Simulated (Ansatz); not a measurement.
Take SiO2 in the rutile structure (space group P4_2/mnm, No. 136; a = 4.2359 Å, c = 2.6899 Å) as the base. Axes: x, y, z lie along a, b, c of the conventional cell.

Perturbation: biaxial strain +0.98 %, plane normal [001], relaxed out of plane (Cartesian); in-plane vectors clamped, the third vector and the atoms free.

Levels (all Ansatz, a quantum-chemistry and plane-wave program, PAW, earlier PAW set): PBE (420 eV, no spin-orbit coupling); PBE+SOC (420 eV, spin-orbit coupling included).

The geometry is relaxed with PBE.

| Item | Result |
|---|---|
| PBE electron mass | 0.36 mₑ out of plane, 0.44 mₑ in plane (at Γ) |
| PBE lowest conduction level above the VBM at special points | Γ 4.91 eV; A 6.74 eV; M 6.98 eV; X 7.24 eV |
| PBE pressure | -2.77 GPa |
| PBE valence-band top at Γ | 0.00, -0.84, -0.84 eV |

Question: Predict the electron mass, lowest conduction level above the VBM at special points, pressure and valence-band top at Γ from PBE+SOC.

Answer: The electron mass stays 0.36 mₑ out of plane, 0.44 mₑ in plane (at Γ); the lowest conduction level above the VBM at special points goes from Γ 4.91 eV; A 6.74 eV; M 6.98 eV; X 7.24 eV to Γ 4.91 eV; A 6.74 eV; M 6.97 eV; X 7.24 eV; the pressure is still -2.77 GPa; the valence-band top at Γ (three highest Kramers pairs, from the VBM) changes from 0.00, -0.84, -0.84 eV to 0.00, -0.82, -0.85 eV.

Single points use the geometry relaxed with PBE. Differences between runs with and without spin-orbit coupling are approximate. The levels and masses belong to the bands next to the band gap. Masses are band curvatures over ±0.01 Å⁻¹ around the edge. Whether these cells are dynamically stable was not tested.
